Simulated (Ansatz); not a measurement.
## TiPt3, response to strain

Consider TiPt₃ in the Cu3Au type structure (space group Pm-3m, No. 221; a = 3.9482 Å; relaxed with 0.1 eV smearing).

Strains are applied to the cell and any free atomic positions relax.

All numbers come from PBE (Ansatz, an electronic-structure program), no SOC.

Notes on the quantities. energy relative to the base: free energy F.

```
change                    energy relative to the base   pressure  volume per atom
------------------------  ---------------------------  ---------  ---------------
base                                       0 meV/atom    0.0 GPa         15.39 Å³
isotropic strain +0.60 %                +3.6 meV/atom   -4.0 GPa         15.66 Å³
isotropic strain +1.20 %                 +14 meV/atom   -7.7 GPa         15.95 Å³
isotropic strain +1.80 %                 +31 meV/atom  -11.0 GPa         16.23 Å³
isotropic strain +2.40 %                 +53 meV/atom  -14.0 GPa         16.52 Å³
isotropic strain +3.00 %                            …          …         16.81 Å³
```

Some entries are withheld; estimate them.


- isotropic strain +3.00 %, energy relative to the base: +81 meV/atom
- isotropic strain +3.00 %, pressure: -16.6 GPa

Whether these cells are dynamically stable was not tested. The final runs are not spin-polarised.
